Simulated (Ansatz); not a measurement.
Start from HfO2 (space group Pca2_1, No. 29).

```xyz
12
Lattice="5.2467 0.0000 0.0000 0.0000 5.0304 0.0000 0.0000 0.0000 5.0595" Properties=species:S:1:pos:R:3 pbc="T T T"
Hf     0.1705     1.3432     1.2577
Hf     5.0761     3.6871     3.7875
Hf     2.7939     3.6871     1.2577
Hf     2.4528     1.3432     3.7875
O      1.9257     0.3521     0.5509
O      3.3210     4.6782     3.0807
O      4.5490     4.6782     0.5509
O      0.6976     0.3521     3.0807
O      1.2180     2.7109     5.0520
O      4.0287     2.3195     2.5222
O      3.8413     2.3195     5.0520
O      1.4053     2.7109     2.5222
```

The values are results of r2SCAN in Ansatz (plane waves to 500 eV, PAW, spin-orbit coupling left out), not measurements.

Base values:

| Item | Result |
|---|---|
| Volume per atom | 11.13 Å³ |
| Band gap | 4.97 eV |
| Valence-band top at Γ | 0.00, -0.06, -0.18 eV |
| Gap character | indirect, Γ → k = (0.200, 0.400, 0.400) in the run's primitive reciprocal basis |

Modification: every Hf is replaced by Zr, then cell and atoms are relaxed.

Q: What does the calculation give for the volume per atom after the change?

A: The volume per atom increases by 0.266 Å³ (11.13 Å³ → 11.39 Å³).

Q: What happens to the band gap?

A: The band gap decreases by 0.57 eV (4.97 eV → 4.40 eV).

Q: What does the calculation give for the valence-band top at Γ after the change?

A: The valence-band top at Γ (three highest levels, from the VBM) changes from 0.00, -0.06, -0.18 eV to 0.00, -0.12, -0.27 eV.

Q: How does this affect the gap character?

A: The gap character goes from indirect, Γ → k = (0.200, 0.400, 0.400) in the run's primitive reciprocal basis to indirect, Γ → Y.

With Hf present, leaving out spin-orbit coupling can change the band edges. Stability against distortions was not tested. This is not the structure that ZrO2 has at room temperature and ambient pressure. This is not the structure that HfO2 has at room temperature and ambient pressure.

Ansatz is an electronic-structure program.
